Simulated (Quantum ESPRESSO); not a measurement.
## Pressure against volume in hcp Hf (space group 194) (Quantum ESPRESSO, PBEsol)

```xyz
2
Lattice="3.0974 0.0000 0.0000 -1.5487 2.6824 0.0000 0.0000 0.0000 4.9034" Properties=species:S:1:pos:R:3 pbc="T T T"
Hf     1.5487     0.8941     3.6775
Hf     0.0000     1.7883     1.2258
```

Method of the run: PBEsol, GBRV 1.5 ultrasoft (PBESOL) pseudopotentials (plane waves; Quantum ESPRESSO). Settings: ecutwfc = 52 Ry; ecutrho = 416 Ry; occupations = smearing; smearing = fermi-dirac; degauss = 0.0036749 Ry; potentials = {Hf: hf_pbesol_v1.uspp.F.UPF}; K_POINTS = automatic 21 21 12 0 0 0; conv_thr = 1e-10 Ry. The cell above is the first row's. The rows scale it uniformly. In all rows fractional positions and the k mesh are held.

| V (Å^3/atom) | P (GPa) |
|---|---|
| 20.370 | ? |
| 20.812 | 4.98 |
| 21.255 | 2.32 |
| 21.698 | -0.10 |
| 22.141 | -2.32 |
| 22.584 | -4.35 |
| 23.027 | -6.21 |
| 23.469 | -7.91 |
| 23.912 | -9.46 |

Fit P of the 8 rows that show it with a cubic. With u = V - 22.4, the rows have u = -1.5880, -1.1450, -0.7020, -0.2590, 0.1840, 0.6270, 1.0690, 1.5120. Least squares gives P = -3.532 - 4.5478·u + 0.4606·u² - 0.03123·u³. Residuals (row less fit): 0.004, -0.006, 0.002, 0.003, 0.003, 0.000, -0.005, 0.003; standard error 0.005 (degrees of freedom: 4). The fitted pressure is zero at V0 = 21.68, where dP/dV = -5.261, so B0 = -V0·dP/dV = 114 GPa.

Problem. What does the fit predict for P at V = 20.370, and how far is the calculated value from it?

Solution. u = -2.0300, so P = -3.532 - 4.5478 × (-2.0300) + 0.4606 × (-2.0300)² - 0.03123 × (-2.0300)³ = 7.859 GPa. The calculation gives 7.88 GPa, 0.021 GPa above the prediction (0.1 % of the range of P in the table). The row lies outside the fitted rows, so this is an extrapolation. From the scatter of the fitted rows alone, a prediction at this place has a standard error of 0.013 GPa, so the miss is 1.6 times that.

Carrying the step between the two nearest rows on in a straight line would have given 7.63, off by 0.25; series whose last step already gives the withheld value aren't shown. The scan was laid around a cell of about the measured size, scaled by a guess for this functional; axis ratios and inner coordinates come from that cell. The runs keep the symmetry of the cell, so they don't test it for distortions. Spin-orbit coupling is off. The shape of the cell and the inner coordinates aren't relaxed, so V0 and B0 belong to this uniform scaling; a relaxed crystal lies no higher in energy and is usually softer. Cutoffs and mesh are single choices, not tested for convergence of this quantity. Series with a scatter that would blur these digits, or in which a gap closes, are not shown.
